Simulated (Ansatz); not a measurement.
A computed series for Sn: response to strain

Start from Sn in the diamond structure (space group Fd-3m, No. 227; a = 6.540 Å; relaxed with 0.1 eV smearing). Axes: x, y, z lie along the cube axes.

Strains are applied to the cell and any free atomic positions relax; under biaxial strain the out-of-plane vector relaxes too.

Calculations: Ansatz (an electronic-structure program) PBEsol, scalar-relativistic without spin-orbit coupling.

```json
[
 {"biaxial strain, plane normal [111], relaxed out of plane (%)": "0", "out-of-plane strain (%)": "0.00"},
 {"biaxial strain, plane normal [111], relaxed out of plane (%)": "0.42", "out-of-plane strain (%)": "-0.24"},
 {"biaxial strain, plane normal [111], relaxed out of plane (%)": "0.83", "out-of-plane strain (%)": "?"},
 {"biaxial strain, plane normal [111], relaxed out of plane (%)": "1.25", "out-of-plane strain (%)": "-0.74"},
 {"biaxial strain, plane normal [111], relaxed out of plane (%)": "1.67", "out-of-plane strain (%)": "-1.00"},
 {"biaxial strain, plane normal [111], relaxed out of plane (%)": "2.08", "out-of-plane strain (%)": "-1.24"},
 {"biaxial strain, plane normal [111], relaxed out of plane (%)": "2.5", "out-of-plane strain (%)": "-1.49"}
]
```

### Question
Fit ε⊥ = −νε + γε² (strains in %) to the rows shown and predict the withheld row.

### Answer
Least squares on the printed values gives ν = 0.59 (the biaxial Poisson response) and γ = -0.003 (largest residual 0.01 %); this predicts -0.49 %, and the run gives -0.49 %, in agreement.

No phonon test of stability was made.
